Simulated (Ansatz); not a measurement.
The parent structure is Sn in the diamond structure (space group Fd-3m, No. 227; a = 6.6562 Å; relaxed with 0.1 eV smearing).

Method: DFT with PBE, PAW potentials and a 420 eV plane-wave cutoff in Ansatz (a quantum-chemistry and plane-wave program), scalar-relativistic without spin-orbit coupling.

Before the change:

* **Pressure**: 0.0 GPa
* **Band gap**: zero

Perturbation: an isotropic linear strain of −3.00 %; the atoms relax in the strained cell.

Problem. What happens to the pressure?

Solution. The pressure goes from zero to 4.1 GPa.

Problem. Predict the new energy relative to the base.

Solution. The energy rises by 37 meV/atom.

Problem. What does the calculation give for the band gap after the change?

Solution. The band gap stays zero.

No phonon test of stability was made.
